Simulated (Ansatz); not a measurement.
# ZrO2: pressure series

Consider ZrO2 in the fluorite structure (space group Fm-3m, No. 225; a = 5.089 Å).

Cell and atoms are relaxed at each pressure.

Levels (all Ansatz, a program for electronic structure, PAW): r2SCAN (500 eV, scalar-relativistic without spin-orbit coupling); HSE06 (420 eV, without spin-orbit coupling).

Band gaps by level, all at the geometries relaxed with r2SCAN:

```json
[
 {"case": "base", "r2SCAN": "3.89 eV", "HSE06": "4.98 eV"},
 {"case": "pressure −2 GPa", "r2SCAN": "3.86 eV", "HSE06": "4.95 eV"},
 {"case": "pressure −1 GPa", "r2SCAN": "3.87 eV", "HSE06": "4.97 eV"},
 {"case": "pressure 2.1 GPa", "r2SCAN": "3.91 eV", "HSE06": "5.01 eV"},
 {"case": "pressure 4.5 GPa", "r2SCAN": "3.94 eV", "HSE06": "5.04 eV"},
 {"case": "pressure 15 GPa", "r2SCAN": "4.05 eV", "HSE06": "5.15 eV"},
 {"case": "pressure 22.5 GPa", "r2SCAN": "4.11 eV", "HSE06": "5.22 eV"},
 {"case": "pressure 30 GPa", "r2SCAN": "4.18 eV", "HSE06": "5.28 eV"}
]
```

Single points use the geometry relaxed with r2SCAN. The hybrid gap comes from the SCF mesh plus the semilocal run's edge points and a few special points and is an upper bound. Load acts through the strain it causes; cell and atoms are relaxed under it. Stability against distortions was not tested. Competing high-pressure phases were not computed. This is not the structure that ZrO2 has at room temperature and ambient pressure.
